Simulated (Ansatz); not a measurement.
The starting structures come from a database of crystals and need not be the phases stable at ambient conditions.

Inside the gap of an insulator the Bloch states are evanescent, with a wavenumber k + iκ along the transport direction.

Given:

```
CELL_PARAMETERS angstrom
      7.40257     0.00000     0.00000
      0.00000     7.40621     0.00000
      3.70129     2.46874     2.13694
ATOMIC_POSITIONS crystal
  Ba 0.00000 0.00000 0.00000
  Sn 0.00000 0.50000 0.00000
  F  0.29914 0.72976 0.80722
  F  0.70086 0.27024 0.19278
  F  0.59450 0.43062 0.70464
  F  0.40550 0.56938 0.29536
  F  0.10636 0.83612 0.48814
  F  0.89364 0.16388 0.51186
```

Space group of this cell: R-3. The cell is taken as given.

Transport runs along the normal of the first two printed cell vectors, the (100) plane of the conventional cell.

The gap is the functional's own. No spin-orbit coupling. Mid-gap values are interpolated on the energy grid.

Task: Predict the band gap and the smallest decay constant κ at mid-gap from PBEsol (Ansatz, a first-principles code).

Result: Gap 5.35 eV on a 14×14×14 mesh; κ = 0.442 1/Å, at the zone centre.
